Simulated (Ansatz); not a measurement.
Output of an Ansatz run (abridged):

```
WARN ansatz: RAYON_NUM_THREADS=1 ignored (pool sized by the plan → 1); use --threads N
basis.fft_grid_basis auto: the FFT boxes are laid along the combinations [[1, 0, 1], [0, 1, 1], [0, 0, 1]] of the cell's own vectors, 4.326, 4.326 and 6.168 Å …
Pseudopotentials: kind: paw
Pseudopotential: La, paw, valence charge 11
Pseudopotential: Si, paw, valence charge 4
Pseudopotential: Ag, paw, valence charge 19
Crystal: 5 atoms, lattice volume = 100.255 Å³
Basis set: ecut = 420 eV, 1953 PW (Γ), FFT grids on a1+a3, a2+a3, a3
Bands: 35, of which v1, the nominal top of the filled ones, is band 29 counted from 1 (28 counted from 0)
Symmetry: 16 space group operations
Space group: I4/mmm (ITA 139), of the structure as read, at distance tolerance 4.6e-5 Å
k-points: 75 of 729
PAW frozen core: La, regenerated for the run's functional, and the local potential with it
PAW frozen core: Si, regenerated for the run's functional, and the local potential with it
PAW frozen core: Ag, regenerated for the run's functional, and the local potential with it
Initial density: superposition of atomic densities (neutral atoms: chi_scale 0, normalization atom), corrected by the library's trained network
Initial wavefunctions: pseudopotential atomic-orbital guess
Eigensolver: davidson
Functional: x = slater, c = lda
SCF iter   1: F=—  HF=-22212.299811 eV  |F-HF|=—  |Δ(HF+E_count)|=         —  Δρ=7.63e-3  dr2=4.76e-2  ethr=1.77e-3  ⟨swp⟩=5.9  Hψ=9800  notcnv=0
all-band conjugate gradients solve this SCF's bands
preconditioner: auto → Kerker (q_TF=auto, 2.483 Å⁻¹)
SCF iter   2: F=—  HF=-22212.290951 eV  |F-HF|=—  |Δ(HF+E_count)|=   8.86e-3  Δρ=3.09e-3  dr2=1.18e-2  ethr=8.36e-5  ⟨swp⟩=2.3  Hψ=4942  notcnv=0
SCF iter   3: F=—  HF=-22212.288846 eV  |F-HF|=—  |Δ(HF+E_count)|=   2.10e-3  Δρ=1.49e-3  dr2=4.24e-3  ethr=2.07e-5  ⟨swp⟩=1.7  Hψ=2945  notcnv=0
SCF iter   4: F=—  HF=-22212.287732 eV  |F-HF|=—  |Δ(HF+E_count)|=   1.11e-3  Δρ=2.75e-4  dr2=1.36e-4  ethr=7.44e-6  ⟨swp⟩=2.0  Hψ=4017  notcnv=0
SCF iter   5: F=—  HF=-22212.287702 eV  |F-HF|=—  |Δ(HF+E_count)|=   2.96e-5  Δρ=8.72e-5  dr2=9.68e-6  ethr=2.38e-7  ⟨swp⟩=2.0  Hψ=3776  notcnv=0
SCF iter   6: F=—  HF=-22212.287705 eV  |F-HF|=—  |Δ(HF+E_count)|=   2.46e-6  Δρ=2.80e-5  dr2=7.87e-7  ethr=1.70e-8  ⟨swp⟩=2.1  Hψ=4070  notcnv=0
SCF iter   7: F=-22212.287705 eV  HF=-22212.287705 eV  |F-HF|=3.42e-8  |Δ(HF+E_count)|=   1.40e-7  Δρ=7.47e-6  dr2=6.58e-8  ethr=1.75e-10  ⟨swp⟩=7.3  Hψ=11710  notcnv=0
SCF 1 converged in 7 iterations: F = -22212.287705 eV  dr2 = 6.58e-8
SCF converged after 7 iterations
Free energy (F): -22212.287705 eV
Harris-Foulkes:  -22212.287705 eV  (|F-HF|=3.42e-8)
Internal energy: -22212.243893 eV  (E = F + TS)
E sigma→0 (E₀):  -22212.265799 eV
Entropy (-TS):   -0.043811 eV (-8.762 meV/atom)
Fermi energy:    12.729816 eV
--- Per-component energies (eV) ---
  E_band       = -636.396521
  E_kinetic    = 1325.211873
  E_local      = -6978.420145  (includes V_loc(G=0)·N_el)
  E_nonlocal   = 321.548676
  E_hartree    = 3151.199484
  E_xc         = -616.710091
  E_vxc        = -712.764496  (∫ρ·V_xc dr)
  E_paw        = -13753.593641  (= ΣΔE_a)
  E_vpaw       = -894.356456  (= ΣTr[D̂ρ^β])
  E_aug_tail   = 0.000529  (compensation charges beyond the density's cutoff)
  E_ewald      = -5663.421570
  E_core_change = 1.940993  (= ΣΔE_core)
  E_smearing   = -0.043811  (= −TS)
  E_closure    = -0.000000  (closes the sum)
  Σ components = -22212.287705   (vs F -22212.287705, Δ=0.00e0)
--- Forces (eV/Å), atoms counted from 1 ---
  atom   1  La     0.00000000     0.00000000     0.00000000
  atom   2  Si    -0.00000000     0.00000000     0.35061741
  atom   3  Si    -0.00000000    -0.00000000    -0.35061741
  atom   4  Ag     0.00000000     0.00000000     0.00000000
  atom   5  Ag    -0.00000000     0.00000000     0.00000000
  max |Σ_I F_I| component: 1.11e-16 eV/Å
--- Stress (GPa, compression-positive) ---
       -7.046074       0.000000       0.000000
        0.000000      -7.046074       0.000000
       -0.000000       0.000000      -7.222726
  P = ⅓ Tr σ = -7.1050 GPa (-71.050 kbar)
  The stress holds the Pulay correction. Without it, at fixed plane waves, as pw.x and ABINIT print it: P = -7.1284 GPa
--- Band table (eV; the first three rows and the last of 75) ---
  k-point 0: bands = ["-79.7758", "-79.7710", "-43.3187", "-43.3187", "-43.3187", "-43.3112", "-43.2787", "-43.2787", "-19.9296", "-3.6839", "-3.5260", "-3.5260", "2.5693", "5.0931", "6.2125", "6.7143", "6.9168", "6.9168", "7.8679", "7.8679", [...]
  k-point 1: bands = ["-79.7755", "-79.7713", "-43.3192", "-43.3182", "-43.3136", "-43.3116", "-43.2839", "-43.2783", "-19.9265", "-3.6764", "-3.5713", "-3.5521", "2.7741", "5.1373", "6.3623", "6.7294", "6.9161", "7.0138", "7.6323", "7.8753", [...]
  k-point 2: bands = ["-79.7748", "-79.7720", "-43.3204", "-43.3171", "-43.3127", "-43.3008", "-43.2969", "-43.2773", "-19.9186", "-3.6628", "-3.6584", "-3.6175", "3.2159", "5.2389", "6.4713", "6.8162", "7.2182", "7.2766", "7.3455", "7.7631", [...]
  k-point 74: bands = ["-79.7757", "-79.7712", "-43.3185", "-43.3175", "-43.3175", "-43.3114", "-43.2799", "-43.2799", "-19.9272", "-3.7292", "-3.5629", "-3.5182", "3.3294", "4.2926", "6.4553", "6.7492", "6.8349", "6.8555", "7.3104", "7.7486", [...]
```

The structure:

```xyz
5
Lattice="-2.1632 2.1632 5.3560 2.1632 -2.1632 5.3560 2.1632 2.1632 -5.3560" Properties=species:S:1:pos:R:3 pbc="T T T"
La     0.0000     0.0000     0.0000
Si     0.0000     0.0000     6.5302
Si     0.0000     0.0000     4.1819
Ag     2.1632     0.0000     2.6780
Ag     0.0000     2.1632     2.6780
```

Question: Write an input that gives this output.

Answer: Other spellings and defaults could give the same log, and not every line can be read from it. The input that was run (DFT, LDA (PW92), plane waves, default PAW files made with PBE):

Ansatz 0.2 input:
```yaml
crystal:
  lattice:
    - [-2.163227, 2.163227, 5.356027]
    - [2.163227, -2.163227, 5.356027]
    - [2.163227, 2.163227, -5.356027]
  atoms:
    - { symbol: La, position: [0.000000, 0.000000, 0.000000] }
    - { symbol: Si, position: [0.609610, 0.609610, 0.000000] }
    - { symbol: Si, position: [0.390390, 0.390390, 0.000000] }
    - { symbol: Ag, position: [0.250000, 0.750000, 0.500000] }
    - { symbol: Ag, position: [0.750000, 0.250000, 0.500000] }
basis:
  ecutwfc: 420.0
kpoints:
  mp_grid: { grid: [9, 9, 9] }
hamiltonian:
  xc: lda
  pseudopotentials: { kind: paw }
scf:
  occupations: { method: fermi_dirac, width: 0.1 }
output:
  forces: true
  eigenvalues: true
  stress: true
```

The starting cell comes from a database of computed structures (which also holds hypothetical and non-ambient phases and stackings), without a prior relaxation at this level. Its lattice was rescaled by up to half a per cent. With a pressure of about -7 GPa the cell is away from its equilibrium volume at this level. Ansatz's pressure includes its estimate of the finite-basis (Pulay) stress.

Ansatz is a first-principles code.
